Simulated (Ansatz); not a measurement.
Structures of equal composition on the (111) surface of diamond (C plane on top): (√3x√3)R30° Ga adatom at H3; (√3x√3)R30° Ga adatom at T4. The slabs share one bottom face, and each structure is named by its start. These are constructed structures in small cells; real faces may alloy, dewet or reconstruct in larger ones, and not all known structures of the face are among them. Slabs of about 10 Å, Fermi-Dirac smearing of 0.025 eV. Bottom of the slabs: H caps. Relaxed from the named starts with such symmetry as they have, on meshes of like density; energies extrapolated to zero smearing; spin only where a row says so; no spin-orbit coupling, no U. Brackets mark spin-polarised runs, whose order is one that fits the cell. Where a second, spin-polarised start was run, the lower counts.

Method: HSE06, at the PBE geometry (plane waves to 420 eV, PAW; Ansatz, a first-principles code).

Problem. Rank these by energy per 1x1 cell (lowest first), as HSE06, at the PBE geometry gives it.

Solution. (√3x√3)R30° Ga adatom at T4 (0.000 eV), (√3x√3)R30° Ga adatom at H3 (0.074 eV)
